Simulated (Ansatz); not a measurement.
For CuI (P4/nmm, No. 129, 4 atoms in the cell; start mp-22863; a measured phase of this formula has another space group), LDA (plane waves, PAW; Ansatz, an electronic-structure program) gives:

| Quantity | Result |
|---|---|
| equilibrium lattice constant a | 3.958 Å |
| c axis length | 6.183 Å |
| band gap | 1.49 eV |

Question: What does r²SCAN+rVV10 in Ansatz (plane waves, PAW) give for the same quantities?

Answer: 
- lattice constant a: 4.054 Å (increases by 2.4 %)
- lattice parameter c: 6.352 Å (rises by 2.7 %)
- band gap: 2.01 eV (goes up by 0.52 eV)

Changes are worked out from the printed values.

Unless a cell is named, each level is at its own relaxed cell (LDA 24.21, r²SCAN+rVV10 26.10 Å³/atom).

Levels without +SOC have no spin–orbit coupling; where heavier elements are present it shifts gaps, mostly down, and can invert bands. Density-functional gaps are differences of (generalised) Kohn–Sham levels.

Ansatz's density-functional and Hartree–Fock values are scalar-relativistic unless marked +SOC, with PAW data made under PBE.

A start named mp-… is a Materials Project structure, which need not be a measured phase.
